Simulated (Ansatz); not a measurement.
Start from a 12-atom supercell of Ca in the fcc (Cu type) structure (space group Fm-3m, No. 225; a = 5.5264 Å) at its relaxed geometry.

Computed with PBE (Ansatz, an electronic-structure program; PAW; 420 eV plane waves; no spin-orbit coupling), earlier PAW set.

One neutral defect a cell, atoms relaxed at fixed cell.

One change was made to it. Results:

| quantity | base | after |
|---|---|---|
| largest displacement of a host atom from its site in the perfect cell | – | 0.06 Å |
| pressure | 0.0 GPa | 0.6 GPa |

Question: Name the change that was made.
A) Sc on a Ca site
B) H interstitial (started 2.76 Å from the nearest host atom)
C) Li interstitial (started 2.76 Å from the nearest host atom)
D) K on a Ca site

Answer: D, K on a Ca site. For comparison, the pressure in the other runs: H interstitial (started 2.76 Å from the nearest host atom) gives -0.4 GPa; Li interstitial (started 2.76 Å from the nearest host atom) gives 1.2 GPa; Sc on a Ca site gives -0.8 GPa.

In so small a cell the defect repeats every few ångströms: this is an ordered compound, not a dilute defect. The final runs are not spin-polarised.
